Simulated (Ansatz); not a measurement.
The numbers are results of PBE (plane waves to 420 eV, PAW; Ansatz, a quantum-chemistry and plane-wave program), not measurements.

Plane-averaged electrostatic potential energy along the normal, in eV from the Fermi level, for a constructed model of the (111) surface of fcc Pt, a layer of In in place of the second plane (bottom of the slab: a bare face, its two planes held):

| z (Å) | V (eV) |
|---|---|
| 3.79 | 5.70 |
| 4.08 | 5.70 |
| 4.37 | 5.70 |
| 4.67 | 5.69 |
| 4.96 | 5.69 |
| 5.25 | 5.68 |
| 5.54 | 5.66 |
| 5.83 | 5.61 |
| 6.12 | 5.51 |
| 6.42 | 5.26 |
| 6.71 | 4.70 |
| 7.00 | 3.39 |
| 7.29 | 0.16 |
| 7.58 | -8.01 |
| 7.87 | -17.78 |
| 8.17 | -23.13 |
| 8.46 | -21.14 |
| 8.75 | -13.01 |
| 9.04 | -3.66 |
| 9.33 | 0.14 |
| 9.62 | -1.91 |
| 9.92 | -10.18 |
| 10.21 | -19.32 |
| 10.50 | -23.55 |
| 10.79 | -20.53 |
| 11.08 | -11.94 |
| 11.37 | -3.03 |
| 11.67 | -0.04 |
| 11.96 | -2.83 |
| 12.25 | -11.65 |
| 12.54 | -20.35 |
| 12.83 | -23.55 |
| 13.12 | -19.51 |
| 13.42 | -10.41 |
| 13.71 | -1.97 |
| 14.00 | 0.43 |
| 14.29 | -2.24 |
| 14.58 | -10.86 |
| 14.87 | -19.83 |
| 15.17 | -23.64 |
| 15.46 | -20.19 |
| 15.75 | -11.53 |
| 16.04 | -3.23 |
| 16.33 | -1.01 |
| 16.62 | -3.63 |
| 16.92 | -10.25 |
| 17.21 | -16.16 |
| 17.50 | -18.52 |
| 17.79 | -17.12 |
| 18.08 | -11.94 |
| 18.37 | -4.98 |
| 18.67 | -1.11 |
| 18.96 | -2.05 |
| 19.25 | -9.39 |
| 19.54 | -18.60 |
| 19.83 | -23.37 |
| 20.12 | -20.81 |
| 20.42 | -12.30 |
| 20.71 | -2.70 |
| 21.00 | 2.20 |
| 21.29 | 4.02 |
| 21.58 | 4.81 |
| 21.87 | 5.15 |
| 22.17 | 5.29 |
| 22.46 | 5.36 |
| 22.75 | 5.39 |
| 23.04 | 5.40 |
| 23.33 | 5.41 |
| 23.62 | 5.41 |
| 23.92 | 5.41 |
| 24.21 | 5.41 |

Model: 6-atom slab, 11.5 Å thick at the start, 15x15x1 mesh, Fermi-Dirac 0.1 eV, dipole correction, 2 atoms held, the rest relaxed; held to the start's symmetry, so lower structures may exist; no spin, no spin-orbit, no U. In PBE it is, or lies within 0.01 eV a 1x1 cell of, the lowest of the 2 structures of its composition computed so far; larger cells were not tried.

The vacuum level lies 5.41 eV above the Fermi level over the top face and 5.70 eV above it under the bottom face.
